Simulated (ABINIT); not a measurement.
# Equation of state of rock-salt YN (space group 225): energy against volume (ABINIT, PBE)

```
CELL_PARAMETERS angstrom
      0.00000     2.39661     2.39661
      2.39661     0.00000     2.39661
      2.39661     2.39661     0.00000
ATOMIC_POSITIONS crystal
  Y  0.00000 0.00000 0.00000
  N  0.50000 0.50000 0.50000
```

Computed with PBE, norm-conserving pseudopotentials (PseudoDojo nc-sr-05 PBE standard) (plane waves; ABINIT). Settings: pseudos = [Y.upf, N.upf]; ecut = 110 Ry; ixc = 11; occopt = 3; tsmear = 0.01 eV; ngkpt = 12 12 12; nshiftk = 1; shiftk = 0 0 0; potentials = PseudoDojo nc-sr-05 PBE standard; nband = 13; kptopt = 1; nstep = 100; tolvrs = 1e-12. The cell above is the first row's. The rows scale it uniformly. In all rows fractional positions and the k mesh are held. E is the free energy at the stated smearing, counted from the lowest row.

| V (Å^3/atom) | E (meV/atom) |
|---|---|
| 13.766 | ? |
| 14.065 | 17.23 |
| 14.364 | 5.15 |
| 14.663 | 0.00 |
| 14.963 | 1.09 |
| 15.262 | 7.79 |
| 15.561 | 19.54 |
| 15.860 | 35.83 |
| 16.160 | 56.20 |

Fit E of the 8 rows that show it with the third-order Birch-Murnaghan form, a cubic in V^(-2/3). With u = V^(-2/3) - 0.164, the rows have u = 0.007622, 0.005232, 0.002924, 0.000685, -0.001473, -0.003562, -0.005584, -0.007551. Least squares gives E = 2.625 - 2641.06·u + 594013·u² + 521874·u³. Residuals (row less fit): -0.005, 0.008, 0.006, -0.005, -0.012, -0.006, 0.026, -0.012; standard error 0.017 (degrees of freedom: 4). Its minimum lies at u = 0.002217, so V0 = (0.166217)^(-3/2) = 14.76. There d²E/du² = 1195000 and d³E/du³ = 3131000, so B0 = (4/9) × 14.76^(-7/3) × 1195000 × 0.160218 = 159 GPa (the last factor turns the table's units into GPa), and B0' = 4 + (2/3) × 0.166217 × (3131000)/1195000 = 4.3. The program's pressures in the fitted runs (not shown) pass through zero at V = 14.76, 0.00 % from this V0.

Problem. Estimate the missing E (V = 13.766); what did the run itself give?

Solution. u = 0.010098, so E = 2.625 - 2641.06 × 0.010098 + 594013 × 0.010098² + 521874 × 0.010098³ = 37.064 meV/atom. The calculation gives 37.03 meV/atom, 0.034 meV/atom below the prediction (0.1 % of the range of E in the table). The row lies outside the fitted rows, so this is an extrapolation. From the scatter of the fitted rows alone, a prediction at this place has a standard error of 0.050 meV/atom, so the miss is 0.7 times that.

Carrying the step between the two nearest rows on in a straight line would have given 29.31, off by 7.72; series whose last step already gives the withheld value aren't shown. The scan was laid around a cell of about the measured size, scaled by a guess for this functional. The runs keep the symmetry of the cell, so they don't test it for distortions. Cutoffs and mesh are single choices, not tested for convergence of this quantity. Series with a scatter that would blur these digits, or in which a gap closes, are not shown. Nor are scans whose minimum lies at an end fitted in this form.
